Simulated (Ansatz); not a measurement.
Results of HSE06 (PAW; Ansatz, a first-principles code) for MgO (model structure, started from the CsCl type, Pm-3m, No. 221, 2 atoms in the cell; like a known high-pressure phase).

Numerical settings: plane-wave cutoff 520 eV, 10×10×10 k mesh, finite displacements, scalar-relativistic PAW data made under PBE.

Cell (relaxed at this level):

```cif
data_MgO
_chemical_formula_sum 'Mg1 O1'
_space_group_name_H-M_alt 'Pm-3m'
_space_group_IT_number 221
_space_group_name_Hall '-P 4 2 3'
_cell_length_a 2.61931
_cell_length_b 2.61931
_cell_length_c 2.61931
_cell_angle_alpha 90.000
_cell_angle_beta 90.000
_cell_angle_gamma 90.000
loop_
_atom_site_label
_atom_site_type_symbol
_atom_site_symmetry_multiplicity
_atom_site_Wyckoff_symbol
_atom_site_fract_x
_atom_site_fract_y
_atom_site_fract_z
_atom_site_occupancy
Mg1 Mg 1 a 0.00000 0.00000 0.00000 1
O1 O 1 b 0.50000 0.50000 0.50000 1
```

Q: Estimate the TO(Γ) frequency that the calculation returns.

A: 
- TO(Γ) frequency: 121 cm⁻¹

Note: the run finds an imaginary mode (347i cm⁻¹), so the cell is a saddle point at this level.

Cost on a shared machine: roughly 60 core-minutes.

A model structure was made by putting elements into a prototype or built by hand; it is no filed structure, need not be a known phase, and can be a saddle point held by its symmetry.
